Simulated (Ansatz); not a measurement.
Ansatz (a first-principles code) run on TePt (R-3m, 4 atoms in the cell): relaxation of cell and atoms.

Method of the run: PBEsol, default PAW files made with PBE (plane waves; Ansatz).

```xyz
4
Lattice="1.9815 1.1440 6.6600 -1.9815 1.1440 6.6600 0.0000 -2.2880 6.6600" Properties=species:S:1:pos:R:3 pbc="T T T"
Pt     0.0000     0.0000     7.3926
Pt     0.0000     0.0000    12.5874
Te     0.0000     0.0000     1.9580
Te     0.0000     0.0000    18.0220
```

Reference input (self-consistent single point, DFT, PBEsol, plane waves, default PAW files made with PBE): kpoints.mp_grid.grid = 5 5 5; hamiltonian.xc = pbesol; hamiltonian.pseudopotentials = {kind: paw} (the program's default PAW files); scf.occupations.method = methfessel_paxton; scf.occupations.width = 0.05 eV. This run's input differs from it in these lines:

```diff
@@ -17,2 +17,4 @@
   occupations: { method: methfessel_paxton, width: 0.05 }
+relax:
+  cell: {}
 output:
```

Output (repeated stretches shortened):

```
   [... SCF lines of the steps left out ...]
relax step   1: F+E_penalty+E_count = -38572.04960437 eV  Δ(F+E_penalty+E_count) = +0.000e0 eV  max|allowed force component| = 1.162e-1 eV/Å  Δτ_max = 0.0000 Å  P = -0.420 GPa  Ω = 90.584 Å³  (8 SCF iters, dr2 threshold 1.00e-7 eV, accepted)
relax step   2: F+E_penalty+E_count = -38572.01946376 eV  Δ(F+E_penalty+E_count) = +3.014e-2 eV  max|allowed force component| = 4.337e-1 eV/Å  Δτ_max = 0.0764 Å  P = +1.578 GPa  Ω = 91.777 Å³  energy of the carried Pulay correction = -3.271e-4 eV  [...]
   [... lines left out ...]
relax step   6: F+E_penalty+E_count = -38572.05175692 eV  Δ(F+E_penalty+E_count) = -1.543e-4 eV  max|allowed force component| = 4.281e-4 eV/Å  Δτ_max = 0.0015 Å  P = -0.002 GPa  Ω = 90.831 Å³  energy of the carried Pulay correction = -6.803e-5 eV  [...]
relax step   7: F+E_penalty+E_count = -38572.05179749 eV  Δ(F+E_penalty+E_count) = -4.057e-5 eV  max|allowed force component| = 4.039e-4 eV/Å  Δτ_max = 0.0000 Å  P = -0.002 GPa  Ω = 90.831 Å³  stress off target by 7.16e-3 GPa  SCF on the basis [...]
basis re-selected at this cell: Δ(F+E_penalty+E_count) = -4.057e-5 eV, ΔP = -0.000 GPa vs the last step
the relaxation is at rest under the 12 symmetry operations that the run kept from its start: a minimum is not shown …
Stability not checked (fill_not_monotonic)
Free energy (F): -38572.051797 eV
Internal energy: -38572.050160 eV  (E = F + TS)
   [... lines left out ...]
Fermi energy:    14.476495 eV
  cell:  # Å, volume = 90.8312 Å³
   [... lines left out ...]
  atoms:
    - { symbol: Pt, position: [0.3694551749280895, 0.3694551749280895, 0.36945517492808944] }
    - { symbol: Pt, position: [0.6305448250719106, 0.6305448250719106, 0.6305448250719105] }
    - { symbol: Te, position: [0.09738688728228459, 0.09738688728228459, 0.09738688728228458] }
    - { symbol: Te, position: [0.9026131127177156, 0.9026131127177156, 0.9026131127177154] }
```

The run converged. 

Summary of the result:
| Quantity | Result |
|---|---|
| Free energy E − TS (on the zero of these files) | -38572.0518 eV |
| Fermi level (on the code's own zero) | 14.48 eV |
| Pressure | 0.00 GPa |
| Final cell | a = b = c = 7.0910 Å, α = β = γ = 32.36° |
| Final volume per atom | 22.71 Å³ |
| Relaxation steps | 7 |

The starting cell comes from a database of published, mostly measured structures (it also holds non-ambient and calculated ones), without a prior relaxation at this level. Spin polarisation is off. The relaxation keeps the symmetry of its start, so its end need not be a minimum. Ansatz's pressure includes its estimate of the finite-basis (Pulay) stress.

Keys are those of Ansatz 0.2.
